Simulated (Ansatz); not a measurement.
Rock-salt LaSe was calculated with PBEsol+SOC in Ansatz (plane waves, PAW).

Numerical settings: plane-wave cutoff 520 eV, 16×16×16 k mesh, Fermi–Dirac smearing 0.05 eV, PAW data made under PBE.

The volume scan:

```
V (Å³/atom)  E − E_lowest (meV/atom)  P (GPa)
-----------  -----------------------  -------
25.624                         26.48     5.49
26.170                         11.32     3.45
26.715                          2.72     1.63
27.260                          0.00     0.00
27.805                          2.53    -1.46
28.350                          9.77    -2.77
28.895                         21.21    -3.94
```

Question: Estimate the bulk modulus from the pressures at 26.715 and 27.805 Å³/atom, and compare it with a fit to all energies.

Answer: B = −V dP/dV. Between V = 26.715 and 27.805 Å³/atom, dP/dV = (-1.46 − (1.63))/(27.805 − 26.715) = -2.83 GPa per Å³/atom; at the midpoint 27.260 Å³/atom this gives B ≈ 77.3 GPa. The third-order Birch–Murnaghan fit gives V0 = 27.260 Å³/atom, B0 = 77.1 GPa, B′ = 4.6, which lies within 1 % of that estimate.

Computed values are for the static lattice.

The result took roughly 9 core-minutes.

Ansatz is a program for electronic structure.
